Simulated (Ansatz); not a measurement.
Base system: Mg2Sn (space group Fm-3m, No. 225; a = 6.7460 Å).

All numbers come from Kohn–Sham DFT with the PBEsol functional, run in Ansatz (an electronic-structure program) with PAW and 420 eV plane waves, no spin-orbit coupling.

Base values:

| Item | Result |
|---|---|
| Shortest interatomic distance | 2.921 Å |
| Density | 3.62 g/cm³ |

It is then changed as follows: cell and atoms relaxed at a pressure of 1.8 GPa.

Q: Predict the new shortest interatomic distance.

A: The shortest interatomic distance drops by 0.037 Å (2.921 Å → 2.884 Å).

Q: How does this affect the density?

A: The density grows by 0.14 g/cm³, from 3.62 g/cm³ to 3.76 g/cm³.

Load acts through the strain it causes; cell and atoms are relaxed under it. Whether these cells are dynamically stable was not tested.
